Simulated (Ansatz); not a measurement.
**CaSe: uniaxial strain ε_zz = +2.00 %**

Consider CaSe in the rock salt structure (space group Fm-3m, No. 225; a = 5.8685 Å). Axes: x, y, z lie along the cube axes.

Now apply this change: the cell is stretched by 2.00 % along z with no lateral relaxation; the atoms relax in the strained cell.

The values are results of Ansatz (a quantum-chemistry and plane-wave program) PBEsol, no SOC, not measurements. Γ-centred 10×10×10 mesh, Fermi–Dirac width 0.05 eV.

```tsv
quantity	base	changed	shift
volume per atom	25.26 Å³	25.77 Å³	+0.51 Å³
shortest interatomic distance	2.934 Å	2.934 Å	0.000 Å
energy relative to the base (free energy F)	0 meV/atom	+3.4 meV/atom	+3.4 meV/atom
pressure (mean of the normal stresses, compression positive)	0.00 GPa	-0.95 GPa	-0.941 GPa
band gap	1.88 eV	1.92 eV	+0.04 eV
gap character	–	indirect, Γ → X	–
smallest direct gap	2.85 eV	2.84 eV	-0.01 eV
electron mass	1.4 mₑ along k, 0.27 mₑ across (at X)	1.4 mₑ along x, 0.27 mₑ along y, 0.29 mₑ along z (at X)	–
valence-band top at Γ (three highest levels, from the VBM)	0.00, 0.00, 0.00 eV	0.00, 0.00, -0.01 eV	–
valley order (the lowest conduction-band minima on the path, energy above the VBM, named in the base's zone)	X along ⟨100⟩ 1.88 eV; Γ 3.31 eV	X along [100] 1.92 eV; X along [001] 1.93 eV; Γ 3.19 eV	–
stress (xx, yy, zz, yz, xz, xy; compression positive)	–	(-0.37, -0.37, -2.09, 0.00, 0.00, 0.00) GPa	–
```

Final structure:

```
CaSe
1.0
    0.00000     2.93425     2.99294
    2.93425     0.00000     2.99294
    2.93425     2.93425     0.00000
Ca Se
1 1
Direct
  0.00000   0.00000   0.00000
  0.50000   0.50000   0.50000
```

Cost of the whole job for the changed cell (relaxation, final SCF and bands): about 15 core-seconds (a rough figure).

Masses are band curvatures over ±0.01 Å⁻¹ around the edge. Along k means along the line from Γ to the band edge. Stability against distortions was not tested. k-point labels follow each cell's own Brillouin zone.
